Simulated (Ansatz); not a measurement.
Take ZrC in the rock salt structure (space group Fm-3m, No. 225; a = 4.669 Å; relaxed with 0.1 eV smearing) as the base. Axes: x, y, z lie along the cube axes.

Method: PBEsol, PAW, 420 eV (Ansatz, a program for electronic structure; spin-orbit coupling left out).

Perturbation: biaxial strain +3.00 %, plane normal [001], relaxed out of plane (Cartesian); in-plane vectors clamped, the third vector and the atoms free.

**Question.** What happens to the in-plane stress and ratio −ε⊥/ε∥?

**Answer.** The mean in-plane stress (compression positive) is -14.1 GPa; the ratio −ε⊥/ε∥ amounts to 0.40.

Stability against distortions was not tested. All final runs are without spin polarisation.
